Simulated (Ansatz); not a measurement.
The reference is AlN in the wurtzite structure (space group P6_3mc, No. 186; a = 3.1303 Å, c = 5.0180 Å).

(Cell as relaxed with PBE.)

Levels (all Ansatz, a program for electronic structure, PAW): PBE (420 eV, no spin-orbit coupling); r2SCAN (500 eV, spin-orbit coupling left out).

Each level relaxes its own structure.

| base | PBE | r2SCAN |
|---|---|---|
| volume per atom | 10.65 Å³ | 10.40 Å³ |
| lattice parameter a | 3.130 Å | 3.107 Å |
| band gap | 4.03 eV | 4.88 eV |

Modification: every lattice vector is stretched by 0.32 %, atoms relaxed at fixed cell.

| quantity | PBE | r2SCAN |
|---|---|---|
| pressure (mean of the normal stresses, compression positive) | -1.82 GPa | [?] |
| gap character | direct at Γ | [?] |
| valence-band top at Γ (three highest levels, from the VBM) | 0.00, -0.20, -0.20 eV | [?] |
| shift of the gap caused by the change | -0.08 eV | [?] |

Question: Predict the r2SCAN column.

Answer: 
- pressure (mean of the normal stresses, compression positive), r2SCAN: -1.98 GPa
- gap character, r2SCAN: direct at Γ
- valence-band top at Γ (three highest levels, from the VBM), r2SCAN: 0.00, -0.22, -0.22 eV
- shift of the gap caused by the change, r2SCAN: -0.09 eV

PBE's pressure lies 0.16 GPa above r2SCAN's; the two agree on the gap character. Neither level is exact; r2SCAN is the comparison here, not a measurement.

The cells carry an imposed strain or load. Stability against distortions was not tested.
